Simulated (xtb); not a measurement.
xtb 6.7.1, GFN2-xTB: Sr(F)(k2OAc)(tmeda) (CC1[O][Sr]2([F])(<-[O]=1)<-[N](C)(C)CC[N]->2(C)C), 33 atoms. The geometry is a generated start, not checked to be a minimum at this level.

```
Quantity                                                                                                       Result
------------------------  -------------------------------------------------------------------------------------------
method                                                                                                       GFN2-xTB
--acc                                                                                                     1 (default)
--etemp (K)                                                                                             300 (default)
detailed input (--input)  none: ANC optimiser, Lindh (1995) Hessian, microcycle=20, maxdispl=1.0, hlow=0.01 (default)
basis functions                                                                                                    81
valence electrons                                                                                                  82
```

The structure is relaxed from this start with --opt LEVEL for the levels crude, sloppy, loose, lax, normal, tight, vtight, extreme, once each. Up to the end of the extreme run atoms move by at most 0.94 Å along an axis.

### Question
What is the loosest level that ends within 1 meV of the extreme run, and how many cycles does it take?

### Answer
vtight: 113 cycles against 115, ending 0.00074 meV above.

```csv
level,cycles,energy above the extreme run (meV),gradient norm (eV/Å)
crude,1,12,0.083
sloppy,1,12,0.083
loose,1,12,0.083
lax,1,12,0.083
normal,13,5.2,0.016
tight,22,4.3,0.0058
vtight,113,under 0.01,0.0028
extreme,115,—,0.0013
```
